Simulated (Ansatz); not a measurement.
Take Au in the fcc (Cu type) structure (space group Fm-3m, No. 225) as the base.

```xyz
1
Lattice="0.0000 2.0620 2.0620 2.0620 0.0000 2.0620 2.0620 2.0620 0.0000" Properties=species:S:1:pos:R:3 pbc="T T T"
Au     0.0000     0.0000     0.0000
```

Method: r2SCAN/PAW in Ansatz (a first-principles code), no spin-orbit coupling.

Base values:

```
Property    Value
--------  -------
Pressure  0.0 GPa
```

The change: every lattice vector is shortened by 1.51 %, atoms relaxed at fixed cell.

Question: What happens to the pressure and energy relative to the base?

Answer: The pressure goes from zero to 7.9 GPa; the energy grows by 18 meV/atom.

The cells carry an imposed strain or load. No phonon test of stability was made.
